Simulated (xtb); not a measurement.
xtb 6.7.1, GFN1-xTB: Zr(OH)3(OiPr) (CC(C)[O][Zr]([OH])([OH])[OH]), 18 atoms. The geometry is a generated start, not checked to be a minimum at this level.

```yaml
run_flags: --grad
method: GFN1-xTB
"--acc": 1 (default)
"--etemp (K)": 300 (default)
basis_functions: 58
valence_electrons: 50
```

```xyz
18

Zr     0.4299     0.2531     1.2059
O      2.0779    -0.1847     0.3547
H      2.8084    -0.4160     0.9422
O      0.6564    -0.4969     2.9395
H     -0.0486    -0.3836     3.5931
O      0.3741     2.1234     1.5494
H      0.7481     2.4205     2.3906
O     -1.2454    -0.3552     0.5376
C     -1.1768    -0.3393    -0.8588
C     -0.3630    -1.5508    -1.3524
C     -0.5110     0.9751    -1.3408
H     -2.2051    -0.3986    -1.2612
H      0.6380    -1.5042    -0.8977
H     -0.2787    -1.5476    -2.4374
H     -0.8553    -2.4713    -1.0369
H     -0.9592     1.8161    -0.7927
H      0.5736     0.9385    -1.1245
H     -0.6632     1.1214    -2.4107
```

Charge 0 and multiplicity 1 are set for this test and not shown to be the ground state.

One run each on 1 thread. Values of broydamp tried: 0.02, 0.05, 0.1, 0.2, 0.4 (default), 0.6, 0.8, 1.

Predict the course of the SCC iterations along this series.

Fewest SCC iterations, within one of each other: 0.4 (default) with 12, 0.6 with 11, 0.8 with 12. The count rises to 24 at 0.02. All converge to one solution.

| broydamp | SCC iterations | end |
|---|---|---|
| 0.02 | 24 | same solution |
| 0.05 | 20 | same solution |
| 0.1 | 15 | same solution |
| 0.2 | 15 | same solution |
| 0.4 (default) | 12 | same solution |
| 0.6 | 11 | same solution |
| 0.8 | 12 | same solution |
| 1 | 14 | same solution |
